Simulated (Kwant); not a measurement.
Model system: six-terminal Hall bar in a Ge (holes) two-dimensional gas. Effective mass 0.06 mₑ, grid spacing 5.8 nm, hard walls, nominal width 150 nm (25 grid rows, so walls 150.8 nm apart), one parabolic valley, scattering region 390 nm long along x; energies count from the band bottom; Fermi energy swept from 0.0016825 to 0.01346 eV. Four side probes 75 nm wide, two on each edge; current runs along x; the sign of the Hall resistance is a convention. Perpendicular field 1.6 T, also in the leads; orbital effect alone.

The device is made up for the run: typed textbook-type constants, with dimensions and the other settings drawn at random.

Kwant, effective-mass tight-binding model on a square grid, one spin, coherent transport at 0 K. Resistances are in h/e².

**Question.** How many Landau levels lie under the Fermi energy, and what Hall resistance follows, at 2.28 meV and 1.60 T; 6.27 meV and 1.60 T; 9.27 meV and 1.60 T; 12.3 meV and 1.60 T?

**Answer.** ħωc = ħeB/m = 1.93 meV a tesla; levels lie at (n + ½)ħωc. E/ħωc = 0.74 gives 1 level and h/(1e²) = 1.000; simulated 1.000. E/ħωc = 2.03 gives 2 levels and h/(2e²) = 0.500; simulated 0.500. E/ħωc = 3.00 gives 3 levels and h/(3e²) = 0.333; simulated 0.333. E/ħωc = 3.97 gives 4 levels and h/(4e²) = 0.250; simulated 0.250.
